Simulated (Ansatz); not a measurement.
Terminations of the (111) surface of fcc Rh, measured from the surface 'clean 1x1'. Atoms come from or go to: Au: fcc Au, Ge: germanium, In: tetragonal indium, Mg: hcp Mg, Mn: fcc-type Mn, layered antiferromagnet, Mo: bcc Mo, Pb: fcc Pb, Pd: fcc Pd, Pt: fcc Pt, Rh: fcc Rh, Se: trigonal Se, Zn: hcp Zn. ΔE is the energy of forming the row's surface from that one (negative: more stable at these reservoirs); the vacuum level's shift is aligned on the shared bottom. No zero-point or thermal terms. These are constructed structures in small cells; real faces may alloy, dewet or reconstruct in larger ones, and not all known structures of the face are among them. Slabs of about 11 Å, Fermi-Dirac smearing of 0.1 eV. Bottom of the slabs: a bare face, its two planes held. Relaxed from the named starts with such symmetry as they have, on meshes of like density; energies extrapolated to zero smearing; spin only where a row says so; no spin-orbit coupling, no U. Brackets mark spin-polarised runs, whose order is one that fits the cell. A dash marks a value that is undefined for that row (no clear gap, or no work function of a gapped slab) or was not read reliably on its mesh.

All values below come from PBE (plane waves to 420 eV, PAW; Ansatz, a first-principles code).

| surface | atoms added per 1x1 | ΔE per 1x1 (eV) | shift of the vacuum level (eV) | work function (eV) |
|---|---|---|---|---|
| one added row of Rh in 4 | +0.25 Rh | 0.22 | -0.59 | 4.56 |
| a layer of Zn in place of the third plane | -1 Rh, +1 Zn | -0.37 | 0.10 | 5.22 |
| a layer of In in place of the third plane | +1 In, -1 Rh | 0.88 | 0.19 | 5.29 |
| a layer of Mg in place of the second plane | +1 Mg, -1 Rh | -0.51 | 0.05 | 5.20 |
| a pseudomorphic layer of Pt in the host's stacking | +1 Pt | ___ | 0.37 | 5.52 |
| a layer of Au in place of the third plane | +1 Au, -1 Rh | ___ | 0.16 | 5.24 |
| (√3x√3)R30° surface alloy, Mn on one Rh site of the top plane [spin, 2.7 μB a cell] | +0.333 Mn, -0.333 Rh | ___ | -0.27 | 4.87 |
| (√3x√3)R30° surface alloy, Pd on one Rh site of the top plane | +0.333 Pd, -0.333 Rh | -0.07 | -0.03 | 5.12 |
| a pseudomorphic layer of Mo in the host's stacking | +1 Mo | 0.27 | 0.01 | 5.17 |
| a pseudomorphic layer of Ge in the host's stacking | +1 Ge | -0.58 | -0.68 | 4.48 |
| p(2x2) layer of Se, one a cell, on the site that continues the host's stacking | +0.25 Se | -0.57 | -0.31 | 4.83 |
| (√3x√3)R30° layer of Pb, one a cell, on the site that continues the host's stacking | +0.333 Pb | -0.43 | -1.21 | 3.93 |

Problem. Fill in the missing entries.

Solution. 
- a pseudomorphic layer of Pt in the host's stacking, ΔE per 1x1 (eV): -0.36
- a layer of Au in place of the third plane, ΔE per 1x1 (eV): 0.50
- (√3x√3)R30° surface alloy, Mn on one Rh site of the top plane [spin, 2.7 μB a cell], ΔE per 1x1 (eV): -0.17
